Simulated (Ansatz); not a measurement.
CsPbBr3 under a change: biaxial strain −2.00 %, plane normal [111], relaxed out of plane

Consider CsPbBr3 in the cubic perovskite structure (space group Pm-3m, No. 221; a = 5.8721 Å). Axes: x, y, z lie along the cube axes.

Now apply this change: compressive biaxial strain of 2.00 % in the plane normal to [111], as in epitaxy on a mismatched substrate; the out-of-plane cell vector and the atoms relax.

Level of theory: PBEsol (Ansatz, a first-principles code; PAW; 420 eV plane waves; no spin-orbit coupling). Γ-centred 6×6×6 mesh, Fermi–Dirac width 0.05 eV.

The volume per atom falls by 0.49 Å³ to 40.01 Å³ and the space group becomes R-3m (No. 166) (base: Pm-3m (No. 221)). The shortest interatomic distance decreases by 0.010 Å to 2.926 Å and the energy rises by 2.0 meV/atom. The pressure (mean of the normal stresses, compression positive) goes from zero to 0.26 GPa and the band gap drops by 0.09 eV to 1.34 eV. The gap character is direct at T and the out-of-plane strain is +2.87 %. The ratio −ε⊥/ε∥ amounts to 1.44 and the mean in-plane stress (compression positive) is +0.4 GPa.

Cost of the whole job for the changed cell (relaxation, final SCF and bands): very roughly 60 core-seconds.

With Pb present, leaving out spin-orbit coupling can change the band edges. Whether these cells are dynamically stable was not tested. Many cubic perovskites are stable only at high temperature; tilts and polar distortions were not tested. This is not the structure that CsPbBr3 has at room temperature and ambient pressure. k-point labels follow each cell's own Brillouin zone.
